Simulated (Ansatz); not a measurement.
The starting structures come from a database of crystals and need not be the phases stable at ambient conditions.

 Where the default PAW files enter, the runs use the earlier of Ansatz's two default sets.

The decay constant κ of evanescent states in the gap governs leakage through a thin film.

```
CdF2
1.0
    3.85039     0.00000     0.00000
    0.00000     5.44528     0.00000
    1.92520     2.72264     1.92520
Cd F
1 2
Direct
  0.00000   0.00000   0.00000
  0.50000   0.25000   0.00000
  0.50000   0.75000   0.00000
```

Space group of this cell: Fm-3m, fluorite. The cell was relaxed by PBE-D3(BJ); by r2SCAN its mean pressure is -3.1 GPa.

Transport runs along the normal of the first two printed cell vectors, the (110) plane of the conventional cell.

No gap correction and no spin-orbit coupling; mid-gap values are interpolated between computed energies.

Problem. Compute, with r2SCAN in Ansatz (a program for electronic structure), the band gap and the smallest decay constant κ at mid-gap.

Solution. Gap 3.67 eV on a 16×16×16 mesh; κ = 0.367 1/Å, at the zone centre.
